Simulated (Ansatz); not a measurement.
Effect of pressure 30 GPa on Pb

Consider Pb in the fcc (Cu type) structure (space group Fm-3m, No. 225; a = 5.0339 Å).

Perturbation: cell and atoms relaxed at a pressure of 30 GPa.

All numbers come from Kohn–Sham DFT with the PBE functional, run in Ansatz (an electronic-structure program) with PAW and 420 eV plane waves, scalar-relativistic without spin-orbit coupling. Settings: 16×16×16 k-points, 0.05 eV Fermi–Dirac smearing.

```csv
quantity,base,changed,shift
volume per atom,31.89 Å³,22.89 Å³,-9.00 Å³
density,10.79 g/cm³,15.03 g/cm³,+4.24 g/cm³
lattice parameter a,5.034 Å,4.507 Å,-0.527 Å
shortest interatomic distance,3.560 Å,3.187 Å,-0.3724 Å
enthalpy H = E + PV relative to the base's energy,–,+4.90 eV/atom,–
band gap,zero,zero,–
```

Load acts through the strain it causes; cell and atoms are relaxed under it. Stability against distortions was not tested. Measured, Pb leaves this structure (for hcp) near 14 GPa (room temperature; as listed in arXiv:1906.07825).
